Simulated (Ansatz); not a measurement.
Ansatz (a quantum-chemistry and plane-wave program) run on SnO (Pm, 4 atoms in the cell): self-consistent single point

Method: PBEsol, default PAW files made with PBE (plane waves; Ansatz).

This input was run:

Ansatz 0.2 input:
```yaml
crystal:
  lattice:
    - [3.371775, 0.000000, 0.000000]
    - [0.000000, 5.702470, 0.000000]
    - [0.000000, 0.000000, 4.243080]
  atoms:
    - { symbol: Sn, position_ang: [0.000000, 1.322460, 2.227295] }
    - { symbol: Sn, position_ang: [1.685887, 4.380010, 0.055754] }
    - { symbol: O, position_ang: [0.000000, 5.082326, 3.126556] }
    - { symbol: O, position_ang: [1.685887, 0.620144, 1.005016] }
basis:
  ecutwfc: 30.9 Ry
kpoints:
  mp_grid: { grid: [6, 4, 5] }
hamiltonian:
  xc: pbesol
  pseudopotentials: { kind: paw }
scf:
  occupations: { method: fixed }
output:
  forces: true
  eigenvalues: true
  stress: true
```

Output (repeated stretches shortened):

```
WARN ansatz: RAYON_NUM_THREADS=1 ignored (pool sized by the plan → 1); use --threads N
Pseudopotentials: kind: paw
Pseudopotential: Sn, paw, valence charge 14
Pseudopotential: O, paw, valence charge 6
Crystal: 4 atoms, lattice volume = 81.584 Å³
Basis set: ecut = 420.4159175005146 eV, 1575 PW (Γ), exchange–correlation on 48×80×60 points (8 copies of the dense FFT grid, shifted against one another)
Bands: 24, of which v1, the nominal top of the filled ones, is band 20 counted from 1 (19 counted from 0)
Symmetry: 2 space group operations
Space group: Pm (ITA 6), of the structure as read, at distance tolerance 4.3e-5 Å
k-points: 44 of 120 (time reversal used)
PAW frozen core: Sn, regenerated for the run's functional, and the local potential with it
PAW frozen core: O, regenerated for the run's functional, and the local potential with it
Initial density: superposition of atomic densities (neutral atoms: chi_scale 0, normalization atom), corrected by the library's trained network
Initial wavefunctions: pseudopotential atomic-orbital guess
Eigensolver: davidson
Functional: x = pbesol(κ = 0.804, μ = 0.12345679012345678), c = pbesol(β = 0.046)
SCF iter   1: F=—  HF=-13020.990439 eV  |F-HF|=—  |Δ(HF+E_count)|=         —  Δρ=1.40e-2  dr2=1.56e-1  ethr=1.77e-3  ⟨swp⟩=5.0  Hψ=4081  notcnv=0  defer=85
all-band conjugate gradients solve this SCF's bands
preconditioner: auto → Resta (q_TF=auto, 2.423 Å⁻¹)
SCF iter   2: F=—  HF=-13020.964738 eV  |F-HF|=—  |Δ(HF+E_count)|=   2.57e-2  Δρ=6.67e-3  dr2=2.97e-2  ethr=3.90e-4  ⟨swp⟩=2.0  Hψ=1865  notcnv=0  defer=88
SCF iter   3: F=—  HF=-13020.958336 eV  |F-HF|=—  |Δ(HF+E_count)|=   6.40e-3  Δρ=1.07e-3  dr2=5.22e-4  ethr=7.42e-5  ⟨swp⟩=2.0  Hψ=1463  notcnv=0  defer=88
SCF iter   4: F=—  HF=-13020.958402 eV  |F-HF|=—  |Δ(HF+E_count)|=   6.59e-5  Δρ=3.22e-4  dr2=8.84e-5  ethr=1.31e-6  ⟨swp⟩=2.0  Hψ=2024  notcnv=0  defer=88
SCF iter   5: F=—  HF=-13020.958385 eV  |F-HF|=—  |Δ(HF+E_count)|=   1.73e-5  Δρ=2.23e-4  dr2=3.81e-5  ethr=2.21e-7  ⟨swp⟩=2.0  Hψ=1496  notcnv=0  defer=21
SCF iter   6: F=—  HF=-13020.958381 eV  |F-HF|=—  |Δ(HF+E_count)|=   3.30e-6  Δρ=5.20e-5  dr2=1.82e-6  ethr=9.52e-8  ⟨swp⟩=2.0  Hψ=1353  notcnv=0  defer=13
SCF iter   7: F=—  HF=-13020.958381 eV  |F-HF|=—  |Δ(HF+E_count)|=   1.17e-7  Δρ=1.63e-5  dr2=2.00e-7  ethr=4.54e-9  ⟨swp⟩=2.1  Hψ=1479  notcnv=0  defer=13
SCF iter   8: F=-13020.958381 eV  HF=-13020.958381 eV  |F-HF|=4.06e-9  |Δ(HF+E_count)|=   6.41e-8  Δρ=2.46e-6  dr2=5.09e-9  ethr=2.50e-10  ⟨swp⟩=8.0  Hψ=5066  notcnv=0
SCF 1 converged in 8 iterations: F = -13020.958381 eV  dr2 = 5.09e-9
SCF converged after 8 iterations
Free energy (F): -13020.958381 eV
Harris-Foulkes:  -13020.958381 eV  (|F-HF|=4.06e-9)
Internal energy: -13020.958381 eV  (E = F + TS)
E sigma→0 (E₀):  -13020.958381 eV
Fermi energy:    6.908254 eV
--- Per-component energies (eV) ---
  E_band       = -265.158326
  E_kinetic    = 718.296587
  E_local      = -3035.995408  (includes V_loc(G=0)·N_el)
  E_nonlocal   = 35.739647
  E_hartree    = 1586.574801
  E_xc         = -902.578923
  E_vxc        = -378.382103  (∫ρ·V_xc dr)
  E_paw        = -8433.131138  (= ΣΔE_a)
  E_vpaw       = -777.971632  (= ΣTr[D̂ρ^β])
  E_aug_tail   = 0.004779  (compensation charges beyond the density's cutoff)
  E_ewald      = -2990.508982
  E_core_change = 0.640255  (= ΣΔE_core)
  E_smearing   = -0.000000  (= −TS)
  E_closure    = 0.000000  (closes the sum)
  Σ components = -13020.958381   (vs F -13020.958381, Δ=0.00e0)
--- Forces (eV/Å), atoms counted from 1 ---
  atom   1  Sn    -0.00000000    -0.66333804    -0.51527653
  atom   2  Sn     0.00000000     0.63053404    -0.08590967
  atom   3  O      0.00000000     0.04905998     0.22613198
  atom   4  O      0.00000000    -0.01625891     0.37505243
  max |Σ_I F_I| component: 2.93e-6 eV/Å
--- Stress (GPa, compression-positive) ---
       -5.365492      -0.000000      -0.000000
       -0.000000      -3.899054      -0.855080
       -0.000000      -0.855080      -4.040834
  P = ⅓ Tr σ = -4.4351 GPa (-44.351 kbar)
  The stress holds the Pulay correction. Without it, at fixed plane waves, as pw.x and ABINIT print it: P = -4.8353 GPa
--- Band table (eV; the first three rows and the last of 44) ---
  k-point 0: bands = ["-14.1439", "-13.8502", "-13.7750", "-13.7508", "-13.7241", "-13.6913", "-13.6706", "-13.6622", "-13.6244", "-13.6175", "-11.5551", "-9.8865", "-0.4985", "1.1831", "2.7896", "3.2782", "3.5674", "4.4817", "5.0076", "6.9083", [...]
  k-point 1: bands = ["-14.1224", "-13.8786", "-13.7684", "-13.7501", "-13.7289", "-13.7099", "-13.6657", "-13.6569", "-13.6298", "-13.6211", "-11.3867", "-10.0384", "-0.4303", "1.0145", "2.7444", "3.3976", "3.7519", "4.3868", "5.2617", "6.2931", [...]
  k-point 2: bands = ["-14.0618", "-13.9585", "-13.7540", "-13.7471", "-13.7382", "-13.7349", "-13.6536", "-13.6451", "-13.6398", "-13.6305", "-10.9680", "-10.4347", "-0.1413", "0.4334", "3.2196", "3.6925", "3.9045", "4.1311", "5.3853", "5.3946", [...]
  k-point 43: bands = ["-14.1425", "-14.0771", "-13.7537", "-13.7529", "-13.6885", "-13.6862", "-13.6798", "-13.6797", "-13.6085", "-13.6026", "-10.2222", "-10.0927", "-0.1948", "-0.0790", "2.7690", "2.8150", "3.7079", "3.7822", "6.4497", "6.5078", [...]
```

The run converged in 8 iterations.

The starting cell comes from a database of computed structures (which also holds hypothetical and non-ambient phases and stackings), without a prior relaxation at this level. Its lattice was rescaled by up to half a per cent. One atom was moved a little off its site on purpose. With a pressure of about -4 GPa the cell is away from its equilibrium volume at this level. Ansatz's pressure includes its estimate of the finite-basis (Pulay) stress.
